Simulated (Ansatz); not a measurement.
**Point defect Si on the C site (Si_C) in 6H silicon carbide**

These are PBE, PAW (plane waves to 420 eV; Ansatz, a quantum-chemistry and plane-wave program) values and carry that method's errors. The supercell holds 144 host sites (3×2×1 repeats of a cell of 24 atoms), with a 2×2×1 shifted k-point sampling for the final energies. Site at the start: the C(k2) site. Energies of charged states are corrected for periodic images (point charge plus alignment at distant sites). Dielectric constants: PBE linear response of the host. Host gap at this level: 2.01 eV. A cell of this size leaves errors of a few tenths of an eV. The semilocal functional narrows the gap, so deep levels can fall outside it. Spin–orbit coupling is left out. Each state is the lowest found from its start.

Formation energies E_f are given with the Fermi level at the valence-band maximum. Chemical conditions: C-rich (Δμ(C) = 0.00 eV, Δμ(Si) = -0.41 eV; only phases computed here count, gases as isolated molecules at 0 K); Si-rich (Δμ(C) = -0.41 eV, Δμ(Si) = 0.00 eV; only phases computed here count, gases as isolated molecules at 0 K). Reference phases: C: graphite, Si: silicon.

Charges with a result: +2, +1, 0, −1. Others weren't obtained, and one of them could lie lower, also by skipping a charge.

```
charge         moment (μB)  largest move off a lattice site (Å)  image correction with alignment (eV)  E_f, C-rich (eV)  E_f, Si-rich (eV)  above the lowest spin state (eV)
------  ------------------  -----------------------------------  ------------------------------------  ----------------  -----------------  --------------------------------
+2†     not spin-polarised                                 0.31                                  0.59                 –                  –                              0.00
+2†                    0.0                                 0.31                                  0.59                 –                  –                              0.00
+1†                    1.0                                 0.30                                  0.19                 –                  –                              0.00
0       not spin-polarised                                 0.28                                  0.00              4.29               3.47                              0.00
−1*             fractional                                 0.28                                     –                 –                  –                              0.00
```

* At this level the carrier isn't localised at the defect: at charge −1 electrons occupy the conduction band. Such a state is shallow or no state of the defect, and this cell gives it no level.

† Not settled in this cell, so no level is given: charge +2: level within 0.1 eV of a band edge or past it; charge +1: level within 0.1 eV of a band edge or past it.

Starting moments that weren't kept: charge +2 began with 2 μB and ended with 0.0.

No other site or start that was run ended lower by more than 0.1 eV.

Flagged in the runs: a doubtful potential alignment, a host whose relaxation on this sampling wasn't shown to rest.
